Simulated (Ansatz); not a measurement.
# Zr: strain along the normal

Zr (hcp, P6_3/mmc, 23.402 Å³/atom at rest, c along z) under an equal strain ε in the (0001) plane with the normal axis free, as in a coherent film. PBE in Ansatz, a plane-wave DFT program (PAW, default set), 420 eV, 21×21×11 Γ-centred mesh, Fermi-Dirac smearing 0.10 eV; ions are relaxed within the symmetry of each cell.

Here s stands for strain and y for normal strain.

```
strain (%)  normal strain (%)
----------  -----------------
-3.00                       ?
-1.50                    1.29
-1.00                    0.84
-0.50                    0.41
0.00                     0.00
0.50                    -0.40
1.00                    -0.79
1.50                    -1.17
```

Fit y of the 7 rows that show it with a straight line. Means: s 0, y 0.026. About the means, the sum of products is -5.7250 and the sum of squares of s is 7.0000; the slope is their ratio. Least squares gives y = 0.026 - 0.8179·s. Residuals (row less fit): 0.037, -0.004, -0.025, -0.026, -0.017, 0.002, 0.031; standard error 0.028 (degrees of freedom: 5). The slope, -0.82 ± 0.01, is the elastic response of the normal axis, −2C13/C33.

**Question.** What does the fit predict for y at s = -3.00, and how far is the calculated value from it?

**Answer.** y = 0.026 - 0.8179 × (-3.0) = 2.480%. The calculation gives 2.79%, 0.310% above the prediction (7.8 % of the range of y in the table). The row lies outside the fitted rows, so this is an extrapolation. From the scatter of the fitted rows alone, a prediction at this place has a standard error of 0.044%, so the miss is 7.0 times that.

One order more, fitted to all 13 runs of the series, follows each within 0.04, so the miss is the next term of a smooth law. In a metal these values are sensitive to mesh and smearing; energies are taken to zero smearing, stresses follow the free energy. Rows are the converged runs of the series near zero and its far end; series whose fitted rows scatter by over a few per cent of the range, as at a crossing or softening among them, aren't shown in this form. Most that stay on the fit to the last digits aren't either.
